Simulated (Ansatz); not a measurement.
Functionals compared on OH on the 1x1 (111) surface of fcc Cu, one in a 2x2 cell, started at the site 'hollow Cu-Cu-Cu over Cu at depth 4.1 Å', in Ansatz (plane waves, PAW). The structure was relaxed with PBE; the other rows are single points on it, each with its references at the same level. Cutoff 420 eV (500 eV for r2SCAN).

Slab: 18 atoms, 6.2 Å thick at the start under the adsorbate (thin: gaps and levels are the slab's own); k 6x6x1, smearing 0.1 eV, dipole-corrected; 8 atoms held, the rest relaxed; no symmetry held; spin-polarised, no spin-orbit, no U, no dispersion correction. The starting moment vanished. At the end it is bonded to 3 Cu. In PBE it is, or lies within 0.03 eV of, the lowest of the starts that converged. These notes are the PBE run's. r2SCAN: The program's check for a lower electronic state was not made. Adsorption energies are against H2O(g) − ½ H2(g). A negative adsorption energy means that the adsorbate is more stable on the surface than in its reference.

```tsv
functional	adsorption energy (eV)	work function of the top face (eV)	change of the work function (eV)	magnetic moment of the cell (μB)	rough cost of the single point
PBE	0.29	3.27	-1.50	0.00	–
RPBE	0.53	3.15	-1.45	0.00	roughly 9 core-minutes
r2SCAN	-0.05	3.25	-1.55	0.00	very roughly 19 core-minutes
```

Ansatz is a quantum-chemistry and plane-wave program.
